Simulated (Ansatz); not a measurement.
# CdSn2O (model structure, started from the BC2N type, R3m, No. 160, 4 atoms in the cell): properties by level of theory

```json
[
 {"level (code)": "LDA (Ansatz)", "lattice parameter a (Å)": "3.847", "lattice parameter c (Å)": "[?]", "bulk modulus (GPa)": "[?]", "cohesive energy (eV/atom)": "[?]"},
 {"level (code)": "PBE (Ansatz)", "lattice parameter a (Å)": "[?]", "lattice parameter c (Å)": "22.434", "bulk modulus (GPa)": "[?]", "cohesive energy (eV/atom)": "[?]"},
 {"level (code)": "PBEsol (Ansatz)", "lattice parameter a (Å)": "3.876", "lattice parameter c (Å)": "[?]", "bulk modulus (GPa)": "[?]", "cohesive energy (eV/atom)": "[?]"},
 {"level (code)": "r²SCAN (Ansatz)", "lattice parameter a (Å)": "3.912", "lattice parameter c (Å)": "[?]", "bulk modulus (GPa)": "47.2", "cohesive energy (eV/atom)": "2.89"}
]
```

Question: Complete the blanks.

Answer: 
- LDA (Ansatz, a quantum-chemistry and plane-wave program), lattice parameter c (Å): 21.486
- LDA (Ansatz), bulk modulus (GPa): 52.8
- LDA (Ansatz), cohesive energy (eV/atom): 3.70
- PBE (Ansatz), lattice parameter a (Å): 3.949
- PBE (Ansatz), bulk modulus (GPa): 40.4
- PBE (Ansatz), cohesive energy (eV/atom): 2.86
- PBEsol (Ansatz), lattice parameter c (Å): 21.865
- PBEsol (Ansatz), bulk modulus (GPa): 48.0
- PBEsol (Ansatz), cohesive energy (eV/atom): 3.24
- r²SCAN (Ansatz), lattice parameter c (Å): 21.766

Caveats: the bulk modulus is −V dP/dV from two relaxed cells at ±2 % in volume (LDA, PBE, PBEsol, r²SCAN). Ansatz's density-functional and Hartree–Fock values are scalar-relativistic unless marked +SOC, with PAW data made under PBE.

Free atoms are spin-polarised, in the lowest state found; at levels without +SOC their spin–orbit coupling is left out.

Static lattice: no zero-point or thermal effects.

A model structure was made by putting elements into a prototype or built by hand; it is no filed structure, need not be a known phase, and can be a saddle point held by its symmetry.
